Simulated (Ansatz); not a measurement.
# Response to strain in MgTe

Consider MgTe in the zinc blende structure (space group F-43m, No. 216; a = 6.4393 Å).

Strains are applied to the cell and any free atomic positions relax.

Calculations: Kohn–Sham DFT with the PBEsol functional, run in Ansatz (a program for electronic structure) with PAW and 420 eV plane waves, without spin-orbit coupling.

Notes on the quantities. energy relative to the base: free energy F.

| isotropic strain (%) | energy relative to the base (meV/atom) |
|---|---|
| -3 | 33.4 |
| -2.5 | 22.8 |
| -1.5 | 7.9 |
| -0.5 | ? |
| 0 | 0.0 |
| 1 | 3.3 |
| 2 | 12.9 |
| 2.5 | 19.8 |
| 3 | 28.0 |

**Question.** Fit ΔE = Aε² + Bε³ (ε in %) to the rows shown and predict the withheld row.

**Answer.** Least squares on the printed values gives A = 3.41 and B = -0.099 meV/atom (largest residual 0.1 meV/atom); this predicts 0.9 meV/atom, and the run gives 0.8 meV/atom, in agreement.

Stability against distortions was not tested.
